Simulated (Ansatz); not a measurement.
Take GaN in the zinc blende structure (space group F-43m, No. 216; a = 4.498 Å) as the base. Axes: x, y, z lie along the cube axes.

Computed with PBEsol/PAW in Ansatz (a program for electronic structure), no SOC.

Before the change:

- Electron mass: 0.15 mₑ (at Γ)
- Valence-band top at Γ: 0.00, 0.00, 0.00 eV

Perturbation: compressive biaxial strain of 1.67 % in the plane normal to [111], as in epitaxy on a mismatched substrate; the out-of-plane cell vector and the atoms relax.

Q: Predict the new energy relative to the base.

A: The energy goes up by 9.0 meV/atom.

Q: Estimate the effect on the electron mass.

A: The electron mass goes from 0.15 mₑ (at Γ) to 0.16 mₑ out of plane, 0.17 mₑ in plane (at Γ).

Q: What does the calculation give for the valence-band top at Γ after the change?

A: The valence-band top at Γ (three highest levels, from the VBM) changes from 0.00, 0.00, 0.00 eV to 0.00, 0.00, -0.18 eV.

The levels and masses belong to the bands next to the band gap. Masses are band curvatures over ±0.01 Å⁻¹ around the edge. Whether these cells are dynamically stable was not tested. This is not the structure that GaN has at room temperature and ambient pressure.
